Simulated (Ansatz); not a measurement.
# Al: point defects

Base system: a 27-atom supercell of Al in the fcc (Cu type) structure (space group Fm-3m, No. 225; a = 4.0140 Å) at its relaxed geometry.

One neutral defect a cell, atoms relaxed at fixed cell.

Calculations: PBEsol (Ansatz, a program for electronic structure; PAW; 420 eV plane waves; scalar-relativistic without spin-orbit coupling), earlier PAW set.

Before the change:

- Pressure: 0.0 GPa

### Question
The aim is a pressure between 3.6 GPa and 4.3 GPa. Which of these changes reaches it?
(A) Be on a Al site
(B) Mg on a Al site
(C) Li interstitial (started 1.74 Å from the nearest host atom)

### Answer
C, Li interstitial (started 1.74 Å from the nearest host atom). It gives 4.0 GPa; Be on a Al site gives -1.3 GPa; Mg on a Al site gives 0.9 GPa. Changes not listed may reach it too

In so small a cell the defect repeats every few ångströms: this is an ordered compound, not a dilute defect.
